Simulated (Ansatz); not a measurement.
Consider GeSe in the GeS type structure (space group Pnma, No. 62; a = 10.962 Å, b = 3.876 Å, c = 4.431 Å; layered, stacked along the Cartesian x axis). Axes: x, y, z lie along a, b, c of the conventional cell.

Method: PBE-D3(BJ), PAW, 420 eV (Ansatz, a first-principles code; no spin-orbit coupling), earlier PAW set.

It is then changed as follows: the cell is stretched by 3.61 % along x with no lateral relaxation, atoms relaxed at fixed cell.

Question: Predict the stress tensor and what it implies for the stiffness.

Answer: Stress of the strained cell less that of the base (GPa, compression positive):
```
  -2.18    0.00    0.00
   0.00   -0.82    0.00
   0.00    0.00   -0.98
```

Then −Δσ_ii/ε with ε = 0.0361 gives secant stiffness values (nonlinear terms included at this strain): C11 ≈ 60 GPa, C12 ≈ 23 GPa and C13 ≈ 27 GPa.

As a check, the harmonic strain energy −½ V₀ Δσ:ε is 5.8 meV/atom; the computed energy rise is 6.7 meV/atom.

No phonon test of stability was made. The program warned that a D3 coordination switch lies within reach, so dispersion energies are less smooth here.
